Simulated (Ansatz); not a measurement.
The reference is TaP (space group P-6m2, No. 187; a = 3.283 Å, c = 3.316 Å; a cell from a computed database, its experimental status unchecked; relaxed with 0.1 eV smearing).

The change: an isotropic linear strain of −1.94 %; the atoms relax in the strained cell.

Levels (all Ansatz, a quantum-chemistry and plane-wave program, PAW): PBEsol (420 eV, no spin-orbit coupling); PBEsol+SOC (420 eV, with spin-orbit coupling).

The geometry is relaxed with PBEsol.

```
Item               Result
---------------  --------
PBEsol pressure  14.7 GPa
```

With PBEsol+SOC at the same geometry, the pressure shrinks by 0.3 GPa, from 14.7 GPa to 14.4 GPa.

Single points use the geometry relaxed with PBEsol. The spin-orbit shifts are approximate. Stability against distortions was not tested. The runs without spin-orbit coupling are not spin-polarised.
